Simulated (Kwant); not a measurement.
Device: quantum point contact (saddle potential) in a CdTe two-dimensional gas. Effective mass 0.096 mₑ, grid spacing 12 nm, hard walls, nominal width 300 nm (25 grid rows, so walls 312 nm apart), one parabolic valley, scattering region 900 nm long along x; energies count from the band bottom; Fermi energy 0.00244 eV. Potential (V0 + ½k y²) cos²(πx/L) for |x| < L/2, with V0 swept from 0.002562 to 0 eV, k = 2.7e-07 eV/nm², L = 350 nm.

Constants are typed, rounded textbook-type inputs, not results; the design itself was drawn at random and stands for no fabricated device.

Kwant, effective-mass tight-binding model on a square grid, one spin, coherent transport at 0 K. Conductance is in e²/h.

Compare with the saddle-point formula G = Σ 1/(1 + exp(−2π(E − V0 − ħωy(n + ½))/ħωx)), taking ħωy = ħ√(k/m) and ħωx from the curvature along x of V0 plus half of the mode's confinement energy.

ħωy = 0.463 meV; at V0 = 2.08 meV the lowest mode has ħωx = 0.530 meV.

```tsv
V0 (meV)	formula	simulation
2.41	0.095	0.097
2.08	0.85	0.85
1.75	1.50	1.53
1.41	2.16	2.19
1.08	2.98	3.00
0.743	3.75	3.83
```

The formula takes a parabolic saddle in the continuum; the run has the full potential on a grid.
